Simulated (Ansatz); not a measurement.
The starting structures come from a database of crystals and need not be the phases stable at ambient conditions.

The decay constant κ of evanescent states in the gap governs leakage through a thin film.

Consider the following.

```
Mg3H4O9Si2
1.0
    7.24238     0.00000     0.00000
    0.00000     9.24115     0.00000
    0.00000     4.62058     2.66769
Mg Si H O
3 2 4 9
Cartesian
  3.90787   7.71136   0.88323
  3.90787   1.52979   0.88323
  3.90787   4.62058   0.90124
  6.70216   6.16077   0.00000
  6.70216   3.08038   0.00000
  6.00150   0.00000   0.00000
  1.97164   9.24115   1.86780
  1.97164   6.23813   1.73379
  1.97164   3.00302   1.73379
  5.03682   0.00000   0.00000
  5.10008   6.16077   0.00000
  5.10008   3.08038   0.00000
  0.07868   6.86514   1.37179
  0.07868   2.37601   1.37179
  0.07868   9.24115   2.59180
  2.93726   6.16869   1.77389
  2.93726   3.07246   1.77389
  2.93726   9.24115   1.78761
```

Space group of this cell: P31m. The cell was relaxed by PBE-D3(BJ); by PBEsol its mean pressure is -0.6 GPa.

Transport runs along the normal of the first two printed cell vectors, the (110) plane of the conventional cell.

No gap correction and no spin-orbit coupling; mid-gap values are interpolated between computed energies.

Problem. Estimate the band gap and the smallest decay constant κ at mid-gap that PBEsol in Ansatz (a program for electronic structure) returns for this system.

Solution. Gap 4.22 eV on a 4×12×12 mesh; κ = 0.368 1/Å, at the zone centre.
